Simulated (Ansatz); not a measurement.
# What uniaxial strain ε_zz = −2.40 % does to SiO2

Consider SiO$_{2}$ in the rutile structure (space group P4_2/mnm, No. 136; a = 4.1549 Å, c = 2.6615 Å). Axes: x, y, z lie along a, b, c of the conventional cell.

Modification: uniaxial strain ε_zz = −2.40 %, all other strain components held at zero; the atoms relax in the strained cell.

Method: plane-wave PAW DFT at the LDA level (Ansatz, a first-principles code, 420 eV), no spin-orbit coupling. Γ-centred 8×8×12 mesh, Fermi–Dirac width 0.05 eV.

```tsv
quantity	base	changed	shift
volume per atom	7.66 Å³	7.47 Å³	-0.184 Å³
energy relative to the base (free energy F)	0 meV/atom	+11 meV/atom	+11 meV/atom
pressure (mean of the normal stresses, compression positive)	-0.01 GPa	9.71 GPa	+9.72 GPa
band gap	5.81 eV	6.33 eV	+0.52 eV
gap character	direct at Γ	direct at Γ	–
width of the top valence band	2.76 eV	2.85 eV	+0.09 eV
electron mass	0.40 mₑ along c, 0.52 mₑ across (at Γ)	0.44 mₑ along z, 0.54 mₑ across (at Γ)	–
hole mass	1.7 mₑ along c, 1.1 mₑ across (at Γ)	1.9 mₑ along z, 1.1 mₑ across (at Γ)	–
valence-band top at Γ (three highest levels, from the VBM)	0.00, -0.91, -0.91 eV	0.00, -0.95, -0.95 eV	–
valley order (the lowest conduction-band minima on the path, energy above the VBM, named in the base's zone)	Γ 5.81 eV; A (1/2, 1/2, 1/2) 7.19 eV	Γ 6.33 eV; A (1/2, 1/2, 1/2) 7.39 eV	–
stress (xx, yy, zz, yz, xz, xy; compression positive)	–	(4.84, 4.84, 19.45, 0.00, 0.00, 0.00) GPa	–
```

Final structure:

```xyz
6
Lattice="4.1549 0.0000 0.0000 0.0000 4.1549 0.0000 0.0000 0.0000 2.5976" Properties=species:S:1:pos:R:3 pbc="T T T"
Si     0.0000     0.0000     0.0000
Si     2.0774     2.0774     1.2988
O      1.2686     1.2686     0.0000
O      3.3461     0.8088     1.2988
O      0.8088     3.3461     1.2988
O      2.8862     2.8862     0.0000
```

Masses are band curvatures over ±0.01 Å⁻¹ around the edge. Stability against distortions was not tested.
